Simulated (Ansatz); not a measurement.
Rh: response to strain

Base system: Rh in the fcc (Cu type) structure (space group Fm-3m, No. 225; a = 3.7818 Å; relaxed with 0.1 eV smearing). Axes: x, y, z lie along the cube axes.

Strains are applied to the cell and any free atomic positions relax.

Level of theory: PBEsol/PAW in Ansatz (a first-principles code), no SOC, earlier PAW set.

Candidates:
(a) uniaxial strain ε_zz = +2.20 %
(b) strain tensor (xx, yy, zz, yz, xz, xy) = (−0.03, +0.05, +1.14, +0.60, +0.99, −0.19) %
(c) strain tensor (xx, yy, zz, yz, xz, xy) = (−0.63, −1.70, +0.54, +0.52, +2.07, −0.55) %

Notes on the quantities. energy relative to the base: free energy F.

### Question
Order them by energy relative to the base, highest first.

### Answer
(c) strain tensor (xx, yy, zz, yz, xz, xy) = (−0.63, −1.70, +0.54, +0.52, +2.07, −0.55) % (+24 meV/atom), (a) uniaxial strain ε_zz = +2.20 % (+9.1 meV/atom), (b) strain tensor (xx, yy, zz, yz, xz, xy) = (−0.03, +0.05, +1.14, +0.60, +0.99, −0.19) % (+7.1 meV/atom)

Stability against distortions was not tested. All final runs are without spin polarisation. Rh lies near a magnetic instability that expansion can trigger; it was not tested.
